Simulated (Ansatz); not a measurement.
Start from MgF2 in the rutile structure (space group P4_2/mnm, No. 136; a = 4.639 Å, c = 3.062 Å). Axes: x, y, z lie along a, b, c of the conventional cell.

It is then changed as follows: biaxial strain −3.88 %, plane normal [001], relaxed out of plane (Cartesian); in-plane vectors clamped, the third vector and the atoms free.

Levels (all Ansatz, a quantum-chemistry and plane-wave program, PAW): PBEsol (420 eV, spin-orbit coupling left out); r2SCAN (500 eV, spin-orbit coupling left out); HSE06 (420 eV, no spin-orbit coupling).

At the geometry relaxed with PBEsol, these levels gave the following band gaps, in shuffled order: (a) 9.65 eV, (b) 8.24 eV, (c) 7.14 eV.

Question: Match each gap to its level.

Answer: (a) HSE06; (b) r2SCAN; (c) PBEsol.

Single points use the geometry relaxed with PBEsol. Whether these cells are dynamically stable was not tested. The base started in Pnnm and relaxed to P4_2/mnm at this level.
